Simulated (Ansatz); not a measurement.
Electron-phonon data for LiCd (Fd-3m)

Input:

```
CELL_PARAMETERS angstrom
      0.00000     3.30008     3.30008
      3.30008     0.00000     3.30008
      3.30008     3.30008     0.00000
ATOMIC_POSITIONS crystal
  Li 0.25000 0.25000 0.25000
  Li 0.00000 0.00000 0.00000
  Cd 0.75000 0.75000 0.75000
  Cd 0.50000 0.50000 0.50000
```

All values below come from PBEsol, DFPT electron-phonon coupling, linearised Boltzmann equation (plane waves, PAW, scalar-relativistic; Ansatz, a first-principles code). How the cell was made: relaxed with this functional, without spin-orbit coupling.

```
Quantity                                                                                                Result
----------------------------------------------------------------------------------  --------------------------
resistivity at 300 K                                                                                 8.0 μΩ·cm
resistivity at 77 K                                                                                 1.33 μΩ·cm
electron mean free path at 300 K (weighted by the current that each state carries)                     13.0 nm
electron-phonon coupling λ                                                                                0.39
transport coupling λ_tr                                                                                   0.38
logarithmic mean phonon energy                                                                        11.4 meV
density of states at the Fermi level                                                0.65 states/(eV·spin·cell)
Drude plasma energy                                                                                     7.3 eV
Hall coefficient at 300 K                                                                     14.6 ×10⁻¹¹ m³/C
```

A metal at this level (no band gap). Only scattering by harmonic phonons is included (no impurities, grain boundaries, electron-electron scattering or thermal expansion). Spin-orbit coupling is left out. Halving the electron mesh (24x24x24) moves the resistivity by up to 4 % at 300 K, the mean free path by up to 2 %, the coupling by up to 2 %. Smearing 0.20 eV; phonons on a 4x4x4 q mesh, which this run doesn't test and which matters most at low temperature.

Computed structure, not matched to a measured one here, so possibly hypothetical: LiCd (Fd-3m).
